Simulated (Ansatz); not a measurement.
# Element substitutions in CaO

Take CaO (space group P6_3/mmc, No. 194; a = 3.956 Å, c = 4.743 Å; a model cell, its experimental status unchecked) as the base.

Each row replaces one element on all its sites; cell and atoms are relaxed.

The values are results of plane-wave PAW DFT at the PBEsol level (Ansatz, a quantum-chemistry and plane-wave program, 420 eV), without spin-orbit coupling, not measurements.

```
case     c/a ratio  band gap     density
-------  ---------  --------  ----------
base         1.199   3.14 eV  2.90 g/cm³
Ca → Ti      1.179      zero  4.82 g/cm³
Ca → Sr      1.206   2.61 eV  4.34 g/cm³
O → C        1.173      zero  2.07 g/cm³
```

Whether these cells are dynamically stable was not tested. As relaxed here, CaC is a hypothetical phase, not in the database extracts checked. For TiO and SrO in this form, whether it has been made was not checked. No Hubbard U is applied, and correlation can decide whether such a compound is a metal. The base started in P6_3mc and relaxed to P6_3/mmc at this level. The final runs are not spin-polarised. This is not the structure that CaO has at room temperature and ambient pressure. This is not the structure that SrO has at room temperature and ambient pressure.
